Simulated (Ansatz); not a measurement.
Start from SnO₂ in the rutile structure (space group P4_2/mnm, No. 136; a = 4.828 Å, c = 3.238 Å). Axes: x, y, z lie along a, b, c of the conventional cell.

Modification: biaxial strain −0.27 %, plane normal [001], relaxed out of plane (Cartesian); in-plane vectors clamped, the third vector and the atoms free.

Levels (all Ansatz, a quantum-chemistry and plane-wave program, PAW): PBE (420 eV, spin-orbit coupling left out); HSE06 (420 eV, without spin-orbit coupling).

The geometry is relaxed with PBE.

- PBE band gap = 0.70 eV

### Question
Predict the band gap from HSE06.

### Answer
The band gap increases by 1.70 eV, from 0.70 eV to 2.40 eV.

Single points use the geometry relaxed with PBE. Stability against distortions was not tested.
